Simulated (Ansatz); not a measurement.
A computed series for CoPdO2: pressure series

The reference is CoPdO2 (space group R-3m, No. 166; a = 2.8258 Å, c = 17.7543 Å (hexagonal axes); non-magnetic).

Cell and atoms are relaxed at each pressure.

All numbers come from plane-wave PAW DFT at the r2SCAN level (Ansatz, a quantum-chemistry and plane-wave program, 500 eV), no SOC.

| P (GPa) | V (Å³/atom) |
|---|---|
| -2.00 | 10.326 |
| -1.00 | 10.278 |
| 1.80 | 10.150 |
| 4.20 | 10.047 |
| 9.00 | 9.857 |
| 18.00 | 9.547 |
| 30.00 | 9.202 |
| 44.99 | 8.847 |
| 60.00 | 8.551 |

A third-order Birch–Murnaghan fit to these points gives V₀ = 10.23 Å³/atom, B₀ = 222 GPa and B₀′ = 4.5. At pressure 60 GPa the volume is 83.6 % of V₀.

Load acts through the strain it causes; cell and atoms are relaxed under it. Whether these cells are dynamically stable was not tested. Competing high-pressure phases were not computed. Seeded moments were not kept for the base. No Hubbard U is applied and the magnetic state is the run's own (CoPdO2 not spin-polarised; CoPdO2 non-magnetic); other magnetic orders, which need larger cells, were not tried and can change the gap. All final runs are without spin polarisation. An odd electron count without spin: CoPdO2.
